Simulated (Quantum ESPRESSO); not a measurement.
Equation of state of rutile-structure SiO2 (space group 136): energy against volume (Quantum ESPRESSO, PBEsol)

```yaml
crystal:
  lattice:
    - [4.05863, 0.00000, 0.00000]
    - [0.00000, 4.05863, 0.00000]
    - [0.00000, 0.00000, 2.59248]
  atoms:
    - { symbol: Si, position: [0.00000, 0.00000, 0.00000] }
    - { symbol: Si, position: [0.50000, 0.50000, 0.50000] }
    - { symbol: O, position: [0.30600, 0.30600, 0.00000] }
    - { symbol: O, position: [0.80600, 0.19400, 0.50000] }
    - { symbol: O, position: [0.19400, 0.80600, 0.50000] }
    - { symbol: O, position: [0.69400, 0.69400, 0.00000] }
```

Method of the run: PBEsol, GBRV 1.5 ultrasoft (PBESOL) pseudopotentials (plane waves; Quantum ESPRESSO). Settings: ecutwfc = 52 Ry; ecutrho = 260 Ry; occupations = smearing; smearing = fd; degauss = 0.000734986 Ry; potentials = {Si: si_pbesol_v1.uspp.F.UPF, O: o_pbesol_v1.2.uspp.F.UPF}; K_POINTS = automatic 8 8 12 0 0 0; conv_thr = 1e-10 Ry. The cell above is the first row's. The rows scale it uniformly. In all rows fractional positions and the k mesh are held. E is the free energy at the stated smearing, counted from the lowest row.

```
V (Å^3/atom)  E (meV/atom)
------------  ------------
7.1174               83.65
7.2722               50.68
7.4269               26.66
7.5816               10.71
7.7363                2.06
7.8911                0.00
8.0458                3.89
8.2005               13.15
8.3553                   ?
```

Q: Fit E against V with the third-order Birch-Murnaghan form, a cubic in V^(-2/3), and predict the withheld value at V = 8.3553.

A: With u = V^(-2/3) - 0.258, the rows have u = 0.012262, 0.008413, 0.004701, 0.001115, -0.002351, -0.005705, -0.008950, -0.012092. Least squares gives E = 7.210 + 2837.76·u + 276159·u² + 68129·u³. Residuals (row less fit): -0.005, 0.009, 0.000, -0.008, -0.004, 0.004, 0.006, -0.004; standard error 0.008 (degrees of freedom: 4). Its minimum lies at u = -0.005148, so V0 = (0.252852)^(-3/2) = 7.865. There d²E/du² = 550200 and d³E/du³ = 408800, so B0 = (4/9) × 7.865^(-7/3) × 550200 × 0.160218 = 318 GPa (the last factor turns the table's units into GPa), and B0' = 4 + (2/3) × 0.252852 × (408800)/550200 = 4.1. The program's pressures in the fitted runs (not shown) pass through zero at V = 7.86, 0.12 % from this V0. At the withheld row, u = -0.015139, so E = 7.210 + 2837.76 × (-0.015139) + 276159 × (-0.015139)² + 68129 × (-0.015139)³ = 27.305 meV/atom. The calculation gives 27.27 meV/atom, 0.035 meV/atom below the prediction (under 0.05 % of the range of E in the table). The row lies outside the fitted rows, so this is an extrapolation. From the scatter of the fitted rows alone, a prediction at this place has a standard error of 0.019 meV/atom, so the miss is 1.8 times that.

Carrying the step between the two nearest rows on in a straight line would have given 22.42, off by 4.85; series whose last step already gives the withheld value aren't shown. The scan was laid around a cell of about the measured size, scaled by a guess for this functional; axis ratios and inner coordinates come from that cell. This is stishovite, a high-pressure phase. The runs keep the symmetry of the cell, so they don't test it for distortions. The shape of the cell and the inner coordinates aren't relaxed, so V0 and B0 belong to this uniform scaling; a relaxed crystal lies no higher in energy and is usually softer (forces reach 0.74 eV/Å in these rows). Cutoffs and mesh are single choices, not tested for convergence of this quantity. Series with a scatter that would blur these digits, or in which a gap closes, are not shown. Nor are scans whose minimum lies at an end fitted in this form.
